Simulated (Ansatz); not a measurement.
Energy of Al3Sc (space group No. 223) less that of L1₂ (Cu3Au-type) Al3Sc, by level of theory

No measured value is used here.

```tsv
level (code)	value (meV/atom)
PBE (Ansatz)	?
PBEsol (Ansatz)	316
PBE-D3(BJ) (Ansatz)	329
```

Question: Some entries are withheld; supply them.

Answer: 
- PBE (Ansatz, a quantum-chemistry and plane-wave program), value (meV/atom): 300

Each level is taken at its own relaxed cell. Ansatz's density-functional and Hartree–Fock values are scalar-relativistic unless marked +SOC, with PAW data made under PBE.
